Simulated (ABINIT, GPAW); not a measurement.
A GPAW input for a self-consistent single point of MgCo₂O₄ (C2/m, 7 atoms in the cell) (DFT LDA (Perdew-Wang 92), plane waves, GPAW PAW datasets LDA (gpaw-data 1.0.1)):

```python
from ase import Atoms
from ase.units import GPa
from gpaw import GPAW

atoms = Atoms(['Mg', 'Co', 'Co', 'O', 'O', 'O', 'O'],
              cell=[[4.984550, -1.489310, 0.000000],
                    [4.984550, 1.489310, 0.000000],
                    [-1.082899, 0.000000, 4.881417]],
              scaled_positions=[[0.500000, 0.500000, 0.000000],
                                [0.744710, 0.744710, 0.741640],
                                [0.255290, 0.255290, 0.258360],
                                [0.865930, 0.865930, 0.095720],
                                [0.134070, 0.134070, 0.904280],
                                [0.350670, 0.350670, 0.633350],
                                [0.649330, 0.649330, 0.366650]],
              pbc=True)

atoms.set_initial_magnetic_moments([0.0, 3.0, 3.0, 0.0, 0.0, 0.0, 0.0])

calc = GPAW(spinpol=True,
            mode={'name': 'pw', 'ecut': 950},
            xc='LDA',
            kpts=(5, 5, 3),
            occupations={'name': 'fermi-dirac', 'width': 0.02},
            nbands=-4,
            convergence={'density': 1e-05, 'energy': 1e-05, 'bands': -2},
            symmetry={'symmorphic': False, 'tolerance': 0.0005},
            maxiter=120,
            txt='-')

atoms.calc = calc

energy = atoms.get_potential_energy()
print('Energy (eV):', round(energy, 6))
forces = atoms.get_forces()
print('Forces (eV/Ang):')
print(forces.round(5))
stress = atoms.get_stress()
print('Stress (GPa, Voigt):', (stress / GPa).round(4))
```

Question: Give the ABINIT input for the same structure, mesh, smearing and functional.

Answer: This is the input that was run; spellings and numerical settings could be chosen otherwise.

```
# Mg(CoO2)2, JTH v2.0 LDA PAW
pp_dirpath "./"
pseudos "Mg.LDA_PW-JTH.xml, Co.LDA_PW-JTH.xml, O.LDA_PW-JTH.xml"
acell 3*1.0
rprim
         9.4194343545   -2.8143880147    0.0000000000
         9.4194343545    2.8143880147    0.0000000000
        -2.0463825306    0.0000000000    9.2245412301
natom 7
ntypat 3
znucl 12 27 8
typat 1 2 2 3 3 3 3
xred
         0.5000000000    0.5000000000    0.0000000000
         0.7447100000    0.7447100000    0.7416400000
         0.2552900000    0.2552900000    0.2583600000
         0.8659300000    0.8659300000    0.0957200000
         0.1340700000    0.1340700000    0.9042800000
         0.3506700000    0.3506700000    0.6333500000
         0.6493300000    0.6493300000    0.3666500000
ecut 30
pawecutdg 60
pawxcdev 0
nsppol 2
spinat
      0 0 0
      0 0 3
      0 0 3
      0 0 0
      0 0 0
      0 0 0
      0 0 0
occopt 3
tsmear 0.00073499
nband 47
kptopt 1
ngkpt 5 5 3
nshiftk 1
shiftk 0 0 0
nstep 100
tolvrs 1.0e-12
prtwf 0
prtden 0
enunit 2
```

Basis, cutoffs, solver keys and any potentials are the target program's own. This input uses DFT, LDA (PW92), plane waves, PAW (JTH v2.0 LDA PAW). LDA parametrisations can differ slightly between programs.

The starting cell comes from a database of computed structures (which also holds hypothetical and non-ambient phases and stackings), without a prior relaxation at this level.
